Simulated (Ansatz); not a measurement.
Structures of equal composition on the (0001) surface of hcp Ti: a pseudomorphic layer of Pd in the host's stacking; a pseudomorphic layer of Pd in the other hollow. The slabs share one bottom face, and each structure is named by its start. These are constructed structures in small cells; real faces may alloy, dewet or reconstruct in larger ones, and not all known structures of the face are among them. Slabs of about 12 Å with all that they carry, Fermi-Dirac smearing of 0.1 eV. Bottom of the slabs: a bare face, its two planes held. Relaxed from the named starts with such symmetry as they have, on meshes of like density; energies extrapolated to zero smearing; no spin-orbit coupling, no U. Spin-polarised runs, if any, are marked in brackets, and their order is one that fits the cell; the others ran without spin.

Method: PBE (plane waves to 420 eV, PAW; Ansatz, a first-principles code).

Put the candidates in order of energy per 1x1 cell, lowest first, for PBE.

a pseudomorphic layer of Pd in the other hollow (0.000 eV), a pseudomorphic layer of Pd in the host's stacking (0.064 eV)
